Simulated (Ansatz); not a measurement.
The starting structures come from a database of crystals and need not be the phases stable at ambient conditions.

 Where the default PAW files enter, the runs use the earlier of Ansatz's two default sets.

Inside the gap of an insulator the Bloch states are evanescent, with a wavenumber k + iκ along the transport direction.

Here is the system:

```yaml
crystal:
  lattice:
    - [5.24240, 0.00000, 0.00000]
    - [-2.62120, 4.54006, 0.00000]
    - [2.62120, 1.51335, 4.28041]
  atoms:
    - { symbol: K, position: [0.50000, 0.25000, 0.25000] }
    - { symbol: K, position: [0.50000, 0.75000, 0.75000] }
    - { symbol: S, position: [0.00000, 0.00000, 0.00000] }
```

Space group of this cell: Fm-3m, anti-fluorite. The cell is taken as given; by PBEsol its mean pressure is -0.6 GPa.

Transport runs along the normal of the first two printed cell vectors, the (111) plane of the conventional cell.

No gap correction and no spin-orbit coupling; mid-gap values are interpolated between computed energies.

Task: Compute, with PBEsol (Ansatz, a first-principles code), the band gap and the smallest decay constant κ at mid-gap.

Result: Gap 2.27 eV on a 8×8×8 mesh; κ = 0.266 1/Å, at the zone centre.
